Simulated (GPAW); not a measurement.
## Pressure against volume in rock-salt MgO (space group 225) (GPAW, PBEsol)

```yaml
crystal:
  lattice:
    - [0.00000, 2.04388, 2.04388]
    - [2.04388, 0.00000, 2.04388]
    - [2.04388, 2.04388, 0.00000]
  atoms:
    - { symbol: Mg, position: [0.00000, 0.00000, 0.00000] }
    - { symbol: O, position: [0.50000, 0.50000, 0.50000] }
```

Method of the run: PBEsol, GPAW PAW datasets PBEsol (made by gpaw-setup) (plane waves; GPAW 25.7.0). Settings: mode = pw; ecut = 1040 eV; xc = PBEsol; kpts = 13 13 13; mesh shift (steps) = 0 0 0; occupations.name = fermi-dirac; occupations.width = 0.01 eV; nbands = -6; convergence.density = 1e-05 e/electron; convergence.bands = -4; symmetry.symmorphic = false; symmetry.tolerance = 0.0005; maxiter = 100. The cell above is the first row's. The rows scale it uniformly. In all rows fractional positions and the k mesh are held.

| V (Å^3/atom) | P (GPa) |
|---|---|
| 8.538 | 18.70 |
| 8.724 | 13.91 |
| 8.909 | 9.59 |
| 9.095 | 5.69 |
| 9.281 | 2.18 |
| 9.466 | -0.99 |
| 9.652 | -3.88 |
| 9.838 | -6.49 |
| 10.023 | ? |

Fit P of the 8 rows that show it with a cubic. With u = V - 9.2, the rows have u = -0.6620, -0.4760, -0.2910, -0.1050, 0.0810, 0.2660, 0.4520, 0.6380. Least squares gives P = 3.660 - 18.796·u + 5.209·u² - 1.085·u³. Residuals (row less fit): -0.001, 0.006, -0.007, -0.002, 0.009, 0.002, -0.008, 0.003; standard error 0.008 (degrees of freedom: 4). The fitted pressure is zero at V0 = 9.406, where dP/dV = -16.79, so B0 = -V0·dP/dV = 158 GPa.

Q: What does the fit predict for P at V = 10.023, and how far is the calculated value from it?

A: u = 0.8230, so P = 3.660 - 18.796 × 0.8230 + 5.209 × 0.8230² - 1.085 × 0.8230³ = -8.886 GPa. The calculation gives -8.84 GPa, 0.046 GPa above the prediction (0.2 % of the range of P in the table). The row lies outside the fitted rows, so this is an extrapolation. From the scatter of the fitted rows alone, a prediction at this place has a standard error of 0.021 GPa, so the miss is 2.2 times that.

Carrying the step between the two nearest rows on in a straight line would have given -9.09, off by 0.25; series whose last step already gives the withheld value aren't shown. The scan was laid around a cell of about the measured size, scaled by a guess for this functional. The runs keep the symmetry of the cell, so they don't test it for distortions. Cutoffs and mesh are single choices, not tested for convergence of this quantity. Series with a scatter that would blur these digits, or in which a gap closes, are not shown.
